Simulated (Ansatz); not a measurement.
## Nb$_{5}$Si$_{3}$ (space group I4/mcm, No. 140)

```cif
data_Nb20Si12
_chemical_formula_sum 'Nb20 Si12'
_space_group_name_H-M_alt 'I4/mcm'
_space_group_IT_number 140
_space_group_name_Hall '-I 4 2c'
_cell_length_a 6.54865
_cell_length_b 6.54865
_cell_length_c 11.80630
_cell_angle_alpha 90.000
_cell_angle_beta 90.000
_cell_angle_gamma 90.000
loop_
_atom_site_label
_atom_site_type_symbol
_atom_site_symmetry_multiplicity
_atom_site_Wyckoff_symbol
_atom_site_fract_x
_atom_site_fract_y
_atom_site_fract_z
_atom_site_occupancy
Nb1 Nb 16 l 0.33390 0.16610 0.14920 1
Nb2 Nb 4 c 0.00000 0.00000 0.00000 1
Si1 Si 8 h 0.12935 0.37065 0.00000 1
Si2 Si 4 a 0.00000 0.00000 0.25000 1
```
(The calculation used a cell of 16 atoms; values per cell refer to that cell.)

Level of theory: PBEsol/PAW in Ansatz (a first-principles code), no spin-orbit coupling. Γ-centred 8×8×8 mesh, Fermi–Dirac width 0.05 eV.

The volume per atom is 15.82 Å³. The density is 7.20 g/cm³. The band gap is zero. The total energy is -3043.453 eV/atom (σ→0; compares only within this code and set-up).

Stability against distortions was not tested. The final runs are not spin-polarised.
